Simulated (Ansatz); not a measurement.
Subject: the formation energy of Zn_Al in Al (fcc, Fm-3m). Reaction: Zn (hcp) + 63 Al (fcc) → cell A.

Cell A: a supercell of 64 sites of Al (fcc, Fm-3m) with Zn on an Al site (12 Al at 2.85 Å); spin state with PBE: run without spin, k-point mesh 4×4×4.
```yaml
crystal:
  lattice:
    - [11.42845, 0.00000, 0.00000]
    - [5.71423, 9.89733, 0.00000]
    - [5.71423, 3.29911, 9.33129]
  atoms:
    - { symbol: Al, position: [0.00000, 0.00000, 0.00000] }
    - { symbol: Al, position: [0.00000, 0.00000, 0.24999] }
    - { symbol: Al, position: [0.00000, 0.00000, 0.50000] }
    - { symbol: Al, position: [0.00000, 0.00000, 0.75001] }
    - { symbol: Al, position: [0.00000, 0.24999, 0.00000] }
    - { symbol: Al, position: [0.00002, 0.24998, 0.24998] }
    - { symbol: Al, position: [0.00002, 0.24998, 0.50001] }
    - { symbol: Al, position: [0.00000, 0.24999, 0.75001] }
    - { symbol: Al, position: [0.00000, 0.50000, 0.00000] }
    - { symbol: Al, position: [0.00002, 0.50001, 0.24998] }
    - { symbol: Al, position: [0.00000, 0.50000, 0.50000] }
    - { symbol: Al, position: [0.99998, 0.49999, 0.75002] }
    - { symbol: Al, position: [0.00000, 0.75001, 0.00000] }
    - { symbol: Al, position: [0.00000, 0.75001, 0.24999] }
    - { symbol: Al, position: [0.99998, 0.75002, 0.49999] }
    - { symbol: Al, position: [0.99998, 0.75002, 0.75002] }
    - { symbol: Al, position: [0.24999, 0.00000, 0.00000] }
    - { symbol: Al, position: [0.24998, 0.00002, 0.24998] }
    - { symbol: Al, position: [0.24998, 0.00002, 0.50001] }
    - { symbol: Al, position: [0.24999, 0.00000, 0.75001] }
    - { symbol: Al, position: [0.24998, 0.24998, 0.00002] }
    - { symbol: Al, position: [0.25000, 0.25000, 0.25000] }
    - { symbol: Al, position: [0.24998, 0.24998, 0.50001] }
    - { symbol: Al, position: [0.24985, 0.24985, 0.75015] }
    - { symbol: Al, position: [0.24998, 0.50001, 0.00002] }
    - { symbol: Al, position: [0.24998, 0.50001, 0.24998] }
    - { symbol: Al, position: [0.25057, 0.50000, 0.50000] }
    - { symbol: Al, position: [0.25057, 0.50000, 0.74943] }
    - { symbol: Al, position: [0.24999, 0.75001, 0.00000] }
    - { symbol: Al, position: [0.24985, 0.75015, 0.24985] }
    - { symbol: Al, position: [0.25057, 0.74943, 0.50000] }
    - { symbol: Al, position: [0.24985, 0.75015, 0.75015] }
    - { symbol: Al, position: [0.50000, 0.00000, 0.00000] }
    - { symbol: Al, position: [0.50001, 0.00002, 0.24998] }
    - { symbol: Al, position: [0.50000, 0.00000, 0.50000] }
    - { symbol: Al, position: [0.49999, 0.99998, 0.75002] }
    - { symbol: Al, position: [0.50001, 0.24998, 0.00002] }
    - { symbol: Al, position: [0.50001, 0.24998, 0.24998] }
    - { symbol: Al, position: [0.50000, 0.25057, 0.50000] }
    - { symbol: Al, position: [0.50000, 0.25057, 0.74943] }
    - { symbol: Al, position: [0.50000, 0.50000, 0.00000] }
    - { symbol: Al, position: [0.50000, 0.50000, 0.25057] }
    - { symbol: Zn, position: [0.50000, 0.50000, 0.50000] }
    - { symbol: Al, position: [0.50000, 0.50000, 0.74943] }
    - { symbol: Al, position: [0.49999, 0.75002, 0.99998] }
    - { symbol: Al, position: [0.50000, 0.74943, 0.25057] }
    - { symbol: Al, position: [0.50000, 0.74943, 0.50000] }
    - { symbol: Al, position: [0.49999, 0.75002, 0.75002] }
    - { symbol: Al, position: [0.75001, 0.00000, 0.00000] }
    - { symbol: Al, position: [0.75001, 0.00000, 0.24999] }
    - { symbol: Al, position: [0.75002, 0.99998, 0.49999] }
    - { symbol: Al, position: [0.75002, 0.99998, 0.75002] }
    - { symbol: Al, position: [0.75001, 0.24999, 0.00000] }
    - { symbol: Al, position: [0.75015, 0.24985, 0.24985] }
    - { symbol: Al, position: [0.74943, 0.25057, 0.50000] }
    - { symbol: Al, position: [0.75015, 0.24985, 0.75015] }
    - { symbol: Al, position: [0.75002, 0.49999, 0.99998] }
    - { symbol: Al, position: [0.74943, 0.50000, 0.25057] }
    - { symbol: Al, position: [0.74943, 0.50000, 0.50000] }
    - { symbol: Al, position: [0.75002, 0.49999, 0.75002] }
    - { symbol: Al, position: [0.75002, 0.75002, 0.99998] }
    - { symbol: Al, position: [0.75015, 0.75015, 0.24985] }
    - { symbol: Al, position: [0.75002, 0.75002, 0.49999] }
    - { symbol: Al, position: [0.75000, 0.75000, 0.75000] }
```

Reference: Zn (hcp, P6₃/mmc), 2 atoms in the cell, k-point mesh 30×30×12 on the run's own vectors. Conventional cell: a = b = 2.6470 Å, c = 5.0248 Å, α = β = 90.00°, γ = 120.00°.

Reference: Al (fcc, Fm-3m), 64 atoms in the cell, the relaxed perfect crystal repeated, atoms not moved again, k-point mesh 4×4×4 on the run's own vectors.

Plane-wave PAW calculations with Ansatz (a program for electronic structure), its PAW set soft_1, cutoff 420 eV, 500 eV for r2SCAN. The structures are at rest with PBE, within the held lattices; other levels are single points on them. Neutral cells; Fermi-Dirac smearing of at most 0.10 eV in the solids, energies taken to zero width. The lattices are those relaxed with PBE, so at other levels the solids can be strained, which adds to the spread. Larger cells are relaxed from a start prepared with the learned potential CHGNet, on a coarser mesh till forces fall under 0.03 eV/Å, which some starts already meet. A dispersion term (D3(BJ), or D4 for r2SCAN) was computed beside these levels and is taken off wherever the name lacks it. Space groups of crystals are read within 0.01 Å. Nuclei at rest; no vibrational terms. No structure search was made; lower ones may exist. No correction for cell size. Mesh and cell size may move defect energies by 0.1 eV or more. Cell A has symmetry Fm-3m within 0.02 Å and got no random move, so less symmetric positions, which may lie lower, weren't tried.

Problem. What value does PBE give?

Solution. 0.09 eV, for Zn (hcp) + 63 Al (fcc) → cell A.

Problem. List the value at the remaining levels and say how far they part.

Solution. 
| Method | value (eV) | less PBE |
|---|---|---|
| r2SCAN | 0.15 | 0.06 |

The levels shown span 0.06 eV, from PBE (0.09) to r2SCAN (0.15).
